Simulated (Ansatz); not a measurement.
Base system: Cu (space group P6_3/mmc, No. 194; a cell from a computed database, its experimental status unchecked; relaxed with 0.1 eV smearing).

```
CELL_PARAMETERS angstrom
      2.51806     0.00000     0.00000
     -1.25903     2.18071     0.00000
      0.00000     0.00000     8.24601
ATOMIC_POSITIONS crystal
  Cu 0.00000 0.00000 0.00000
  Cu 0.00000 0.00000 0.50000
  Cu 0.33333 0.66667 0.25000
  Cu 0.66667 0.33333 0.75000
```

All numbers come from PBEsol/PAW in Ansatz (a quantum-chemistry and plane-wave program), no SOC.

Base values:

Pressure: 0.0 GPa
Band gap: zero

It is then changed as follows: the cell is scaled by 1.0378 in all directions; the atoms relax in the strained cell.

Q: Estimate the effect on the pressure, energy relative to the base and band gap.

A: The pressure (mean of the normal stresses, compression positive) goes from zero to -14.1 GPa; the energy increases by 66 meV/atom; the band gap remains zero.

Whether these cells are dynamically stable was not tested. All final runs are without spin polarisation. This is not the structure that Cu has at room temperature and ambient pressure.
